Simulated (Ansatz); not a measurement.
Start from CdS in the zinc blende structure (space group F-43m, No. 216; a = 5.878 Å). Axes: x, y, z lie along the cube axes.

Computed with DFT with r2SCAN, PAW potentials and a 500 eV plane-wave cutoff in Ansatz (an electronic-structure program), spin-orbit coupling left out.

Now apply this change: an isotropic linear strain of −0.50 %; the atoms relax in the strained cell.

Question: Predict the stress tensor and what it implies for the stiffness.

Answer: Stress of the strained cell less that of the base (GPa, compression positive):
```
   0.94    0.00    0.00
   0.00    0.94    0.00
   0.00    0.00    0.94
```

Then B = −ΔP/(ΔV/V₀) with ΔV/V₀ = -0.0149 gives secant stiffness values (nonlinear terms included at this strain): B ≈ 63 GPa.

Whether these cells are dynamically stable was not tested.
